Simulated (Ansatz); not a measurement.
## Worked example: self-consistent single point of SrIn₄Pd (Cmcm, 12 atoms in the cell) in Ansatz

Method: LDA (PW92), default PAW files made with PBE (plane waves; Ansatz, an electronic-structure program).

The input file:

Ansatz 0.2 input:
```yaml
crystal:
  lattice:
    - [2.29770500, -8.59540500, 0.00000000]
    - [2.29770500, 8.59540500, 0.00000000]
    - [0.00000000, 0.00000000, 7.52250000]
  atoms:
    - { symbol: Sr, position: [0.12378000, 0.87622000, 0.75000000] }
    - { symbol: Sr, position: [0.87622000, 0.12378000, 0.25000000] }
    - { symbol: In, position: [0.31532000, 0.68468000, 0.94895000] }
    - { symbol: In, position: [0.68468000, 0.31532000, 0.05105000] }
    - { symbol: In, position: [0.68468000, 0.31532000, 0.44895000] }
    - { symbol: In, position: [0.31532000, 0.68468000, 0.55105000] }
    - { symbol: In, position: [0.50000000, 0.50000000, 0.00000000] }
    - { symbol: In, position: [0.50000000, 0.50000000, 0.50000000] }
    - { symbol: In, position: [0.06942000, 0.93058000, 0.25000000] }
    - { symbol: In, position: [0.93058000, 0.06942000, 0.75000000] }
    - { symbol: Pd, position: [0.77490000, 0.22510000, 0.75000000] }
    - { symbol: Pd, position: [0.22510000, 0.77490000, 0.25000000] }
basis:
  ecutwfc: 420.0 eV
kpoints:
  mp_grid:
    grid: [6, 6, 4]
hamiltonian:
  xc: lda
  pseudopotentials:
    kind: paw
scf:
  occupations:
    method: cold
    width: 0.1 eV
output:
  forces: true
  eigenvalues: true
  stress: true
```

The program printed (abridged):

```
WARN ansatz: RAYON_NUM_THREADS=1 ignored (pool sized by the plan → 1); use --threads N
Pseudopotentials: kind: paw
Pseudopotential: Sr, paw, valence charge 10
Pseudopotential: In, paw, valence charge 13
Pseudopotential: Pd, paw, valence charge 18
Crystal: 12 atoms, lattice volume = 297.134 Å³
Basis set: ecut = 420 eV, 5815 PW (Γ)
Bands: 96, of which v1, the nominal top of the filled ones, is band 80 counted from 1 (79 counted from 0)
Symmetry: 8 space group operations
Space group: Cmcm (ITA 63), of the structure as read, at distance tolerance 6.7e-5 Å
k-points: 39 of 144
PAW frozen core: Sr, regenerated for the run's functional, and the local potential with it
PAW frozen core: In, regenerated for the run's functional, and the local potential with it
PAW frozen core: Pd, regenerated for the run's functional, and the local potential with it
Initial density: superposition of atomic densities (neutral atoms: chi_scale 0, normalization atom), corrected by the library's trained network
Initial wavefunctions: pseudopotential atomic-orbital guess
Eigensolver: davidson
Functional: x = slater, c = lda
SCF iter   1: F=—  HF=-64241.271024 eV  |F-HF|=—  |Δ(HF+E_count)|=         —  Δρ=9.55e-3  dr2=3.15e-1  ethr=1.77e-3  ⟨swp⟩=8.9  Hψ=16641  notcnv=0  defer=53
all-band conjugate gradients solve this SCF's bands
preconditioner: auto → Kerker (q_TF=auto, 2.461 Å⁻¹)
SCF iter   2: F=—  HF=-64241.225031 eV  |F-HF|=—  |Δ(HF+E_count)|=   4.60e-2  S|Δr|=    0.00e0  Δρ=4.10e-3  dr2=7.87e-2  ethr=1.97e-4  ⟨swp⟩=1.7  Hψ=5141  notcnv=0  defer=67
preconditioner: auto → Resta (q_TF=auto, 2.461 Å⁻¹)
SCF iter   3: F=—  HF=-64241.211905 eV  |F-HF|=—  |Δ(HF+E_count)|=   1.31e-2  S|Δr|=    0.00e0  Δρ=5.76e-4  dr2=1.45e-3  ethr=4.92e-5  ⟨swp⟩=3.0  Hψ=5912  notcnv=0  defer=67
SCF iter   4: F=—  HF=-64241.211534 eV  |F-HF|=—  |Δ(HF+E_count)|=   3.70e-4  S|Δr|=    0.00e0  Δρ=1.93e-4  dr2=1.52e-4  ethr=9.09e-7  ⟨swp⟩=2.7  Hψ=6228  notcnv=0  defer=67
SCF iter   5: F=—  HF=-64241.211503 eV  |F-HF|=—  |Δ(HF+E_count)|=   3.17e-5  S|Δr|=    0.00e0  Δρ=4.34e-5  dr2=7.49e-6  ethr=9.48e-8  ⟨swp⟩=3.0  Hψ=6504  notcnv=0  defer=67
SCF iter   6: F=—  HF=-64241.211511 eV  |F-HF|=—  |Δ(HF+E_count)|=   8.63e-6  S|Δr|=    0.00e0  Δρ=1.47e-5  dr2=8.46e-7  ethr=4.68e-9  ⟨swp⟩=2.0  Hψ=6535  notcnv=0  defer=79
SCF iter   7: F=-64241.211511 eV  HF=-64241.211511 eV  |F-HF|=1.86e-8  |Δ(HF+E_count)|=   1.06e-7  S|Δr|=    0.00e0  Δρ=3.18e-6  dr2=3.79e-8  ethr=6.25e-11  ⟨swp⟩=12.0  Hψ=19412  notcnv=0
SCF 1 converged in 7 iterations: F = -64241.211511 eV  dr2 = 3.79e-8
SCF converged after 7 iterations
Stability not checked (fill_not_monotonic)
Free energy (F): -64241.211511 eV
Harris-Foulkes:  -64241.211511 eV  (|F-HF|=1.86e-8)
Internal energy: -64241.210733 eV  (E = F + TS)
E sigma→0 (E₀):  -64241.211252 eV
Entropy (-TS):   -0.000778 eV (-0.065 meV/atom)
Fermi energy:    10.816206 eV
--- Per-component energies (eV) ---
  E_band       = -865.177031
  E_kinetic    = 3467.730671
  E_local      = -16797.433218  (includes V_loc(G=0)·N_el)
  E_nonlocal   = 3810.460236
  E_hartree    = 6689.315600
  E_xc         = -2391.751632
  E_vxc        = -1561.018288  (∫ρ·V_xc dr)
  E_paw        = -44553.844985  (= ΣΔE_a)
  E_vpaw       = -3163.554048  (= ΣTr[D̂ρ^β])
  E_aug_tail   = 0.000587  (compensation charges beyond the density's cutoff)
  E_ewald      = -14469.914022
  E_core_change = 4.226030  (= ΣΔE_core)
  E_smearing   = -0.000778  (= −TS)
  E_closure    = -0.000000  (closes the sum)
  Σ components = -64241.211511   (vs F -64241.211511, Δ=0.00e0)
--- Forces (eV/Å), atoms counted from 1 ---
  atom   1  Sr    -0.00000000    -0.07385994     0.00000000
  atom   2  Sr     0.00000000     0.07385994    -0.00000000
  atom   3  In    -0.00000000     0.13412282     0.02821532
  atom   4  In     0.00000000    -0.13412282    -0.02821532
  atom   5  In     0.00000000    -0.13412282     0.02821532
  atom   6  In     0.00000000     0.13412282    -0.02821532
  atom   7  In     0.00000000     0.00000000     0.00000000
  atom   8  In    -0.00000000     0.00000000    -0.00000000
  atom   9  In     0.00000000    -0.03758698     0.00000000
  atom  10  In    -0.00000000     0.03758698    -0.00000000
  atom  11  Pd    -0.00000000    -0.03945582     0.00000000
  atom  12  Pd     0.00000000     0.03945582    -0.00000000
  max |Σ_I F_I| component: 5.20e-18 eV/Å
--- Stress (GPa, compression-positive) ---
       -4.059165      -0.000000       0.000000
       -0.000000      -3.926497      -0.000000
        0.000000      -0.000000      -4.015595
  P = ⅓ Tr σ = -4.0004 GPa (-40.004 kbar)
  The stress holds the Pulay correction. Without it, at fixed plane waves, as pw.x and ABINIT print it: P = -4.0223 GPa
--- Band table (eV; the first three rows and the last of 39) ---
  k-point 0: bands = ["-73.5827", "-73.5827", "-39.3997", "-39.3996", "-39.3722", "-39.3717", "-39.3716", "-39.3715", "-24.5208", "-24.5206", "-6.6651", "-6.6581", "-6.6217", "-6.6139", "-6.5567", "-6.5557", "-3.7780", "-3.7067", "-3.7032", [...]
  k-point 1: bands = ["-73.5827", "-73.5827", "-39.3997", "-39.3996", "-39.3721", "-39.3718", "-39.3716", "-39.3716", "-24.5208", "-24.5206", "-6.6649", "-6.6600", "-6.6204", "-6.6149", "-6.5564", "-6.5558", "-3.7632", "-3.6981", "-3.6892", [...]
  k-point 2: bands = ["-73.5827", "-73.5827", "-39.3997", "-39.3997", "-39.3720", "-39.3720", "-39.3716", "-39.3716", "-24.5207", "-24.5207", "-6.6633", "-6.6633", "-6.6175", "-6.6175", "-6.5560", "-6.5560", "-3.7220", "-3.7220", "-3.6589", [...]
  k-point 38: bands = ["-73.5827", "-73.5827", "-39.3997", "-39.3997", "-39.3720", "-39.3720", "-39.3716", "-39.3716", "-24.5207", "-24.5207", "-6.6639", "-6.6639", "-6.6173", "-6.6173", "-6.5561", "-6.5561", "-3.7322", "-3.7322", "-3.6674", [...]
```

The run converged in 7 iterations.

The starting cell comes from a database of computed structures (which also holds hypothetical and non-ambient phases and stackings), without a prior relaxation at this level. Spin polarisation is off. With a pressure of about -4 GPa the cell is away from its equilibrium volume at this level. Ansatz's pressure includes its estimate of the finite-basis (Pulay) stress.

Cost on one core of a shared machine: roughly 70 s.
